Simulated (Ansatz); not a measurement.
We consider fluorite HfO2 (high-temperature phase), described by r²SCAN0 (Ansatz, a first-principles code, PAW).

Settings: plane-wave cutoff 520 eV, 8×8×8 k mesh, Fermi–Dirac smearing 0.01 eV, scalar-relativistic PAW data made under PBE.

Cell (relaxed at this level):

```xyz
3
Lattice="0.0000 2.5189 2.5189 2.5189 0.0000 2.5189 2.5189 2.5189 0.0000" Properties=species:S:1:pos:R:3 pbc="T T T"
Hf     0.0000     0.0000     0.0000
O      1.2595     1.2595     1.2595
O      3.7784     3.7784     3.7784
```

Problem. Estimate the bulk modulus B0, band gap, Γ–Γ gap and pressure derivative B′ of the bulk modulus that the calculation returns.

Solution. 
- bulk modulus B0 = 286 GPa
- band gap = 6.54 eV (on the SCF k mesh)
- Γ–Γ gap = 7.44 eV
- pressure derivative B′ of the bulk modulus = 4.1

Measured, for comparison: bulk modulus 242 ± 16 GPa (room temperature, no zero-point or thermal correction, nanocrystalline cubic HfO2, second-order Birch-Murnaghan; as tabulated in High-pressure structural stability, equation of state, and thermal expansion …). Computed (rounded) less measured: bulk modulus +18 %.

Note: symmetry holds this phase in the static calculation, where it need not be a minimum; held by symmetry at 0 K, a high-temperature phase can be a saddle point.

Spin–orbit coupling is not included.

Computed values are for the static lattice.

The result took very roughly 15 core-minutes.
